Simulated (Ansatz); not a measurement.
## A computed series for SiO2: response to strain

The parent structure is SiO2 in the rutile structure (space group P4_2/mnm, No. 136; a = 4.195 Å, c = 2.678 Å). Axes: x, y, z lie along a, b, c of the conventional cell.

Strains are applied to the cell and any free atomic positions relax; under biaxial strain the out-of-plane vector relaxes too.

Computed with Ansatz (a first-principles code), PBEsol, PAW, cutoff 420 eV, no spin-orbit coupling.

Notes on the quantities. in-plane stress: mean in-plane stress (compression positive).

```tsv
variant	in-plane stress	out-of-plane strain	shortest interatomic distance
base	–	–	1.766 Å
biaxial strain −3.00 %, plane normal [001], relaxed out of plane	+18.7 GPa	+1.74 %	[?]
biaxial strain −2.40 %, plane normal [001], relaxed out of plane	+14.5 GPa	[?]	1.761 Å
biaxial strain −1.80 %, plane normal [001], relaxed out of plane	+10.5 GPa	+1.00 %	1.768 Å
biaxial strain −1.20 %, plane normal [001], relaxed out of plane	+6.7 GPa	+0.65 %	1.767 Å
biaxial strain −0.60 %, plane normal [001], relaxed out of plane	+3.2 GPa	+0.32 %	1.766 Å
```

Problem. What belongs in the blanks?

Solution. 
- biaxial strain −3.00 %, plane normal [001], relaxed out of plane, shortest interatomic distance: 1.748 Å
- biaxial strain −2.40 %, plane normal [001], relaxed out of plane, out-of-plane strain: +1.36 %

Stability against distortions was not tested.
